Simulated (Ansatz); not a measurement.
# What uniaxial strain ε_zz = −2.50 % does to TiAl

Consider TiAl (space group P4/mmm, No. 123; a = 2.813 Å, c = 4.062 Å; relaxed with 0.1 eV smearing). Axes: x, y, z lie along a, b, c of the conventional cell.

The change: uniaxial strain ε_zz = −2.50 %, all other strain components held at zero; the atoms relax in the strained cell.

Computed with r2SCAN in Ansatz (plane waves to 500 eV, PAW, no SOC). Γ-centred 20×20×14 mesh, Fermi–Dirac width 0.1 eV.

| quantity | base | changed | shift |
|---|---|---|---|
| volume per atom | 16.07 Å³ | 15.66 Å³ | -0.402 Å³ |
| shortest interatomic distance | 2.813 Å | 2.806 Å | -0.0063 Å |
| energy relative to the base (free energy F) | 0 meV/atom | +5.9 meV/atom | +5.9 meV/atom |
| band gap | zero | zero | – |
| stress (xx, yy, zz, yz, xz, xy; compression positive) | – | (2.4, 2.4, 4.7, 0.0, 0.0, 0.0) GPa | – |

Whether these cells are dynamically stable was not tested. All final runs are without spin polarisation.

Ansatz is a quantum-chemistry and plane-wave program.
